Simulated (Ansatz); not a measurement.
N on the 1x1 (101) surface of anatase TiO2 (cut with top plane O), one in a 1x1 cell, energies for each (19.8 Å²). Energies are against ½ N2(g), without zero-point or thermal terms; each row is named by its start (#2, #3: further inequivalent places of a kind).

Host crystal: anatase TiO2, with a band gap (PBE, scalar-relativistic without spin-orbit coupling).

All values below come from PBE (plane waves to 420 eV, PAW; Ansatz, a first-principles code).

Model: 19-atom slab, 9.4 Å thick at the start under the adsorbate (thin: gaps and levels are the slab's own), 6x4x1 mesh, Fermi-Dirac 0.01 eV, dipole correction, 7 atoms held, the rest relaxed; each run with such symmetry as its start has; spin-polarised, no spin-orbit, no U, no dispersion correction.

A negative adsorption energy means that the adsorbate is more stable on the surface than in its reference. Starts that drift may end in the same place. Heights count from the host atoms within 0.3 Å of the top one. Moments of ungapped slabs depend on the mesh.

```csv
starting site,E_ads (eV),height (Å),nearest host atom (Å),bonded to,change of the vacuum step (eV),lateral drift (Å),moment (μB)
top O (the adsorbate paired with a surface O atom),4.41,1.11,O 1.24,O,0.43,0.3,1.3
top O #2 (the adsorbate paired with a surface O atom),3.90,0.15,O 1.40,O + 3 Ti,0.41,0.0,1.0
over Ti at depth 0.9 Å,5.23,1.67,Ti 2.75,Ti,-0.31,1.0,3.0
over Ti at depth 1.4 Å (the adsorbate paired with a surface O atom),3.63,0.47,O 1.31,O + Ti,0.15,0.3,1.0
hollow O-O-O over O at depth 4.4 Å (the adsorbate is not bonded to the surface),5.27,2.86,O 3.44,none within bonding distance,0.12,0.0,3.0
bridge O-O-O (span 3.8 Å) (the adsorbate is not bonded to the surface),5.27,2.87,O 3.45,none within bonding distance,0.11,0.2,3.0
bridge O-O (span 2.8 Å),5.23,1.71,Ti 2.80,Ti,-0.31,1.8,3.0
```
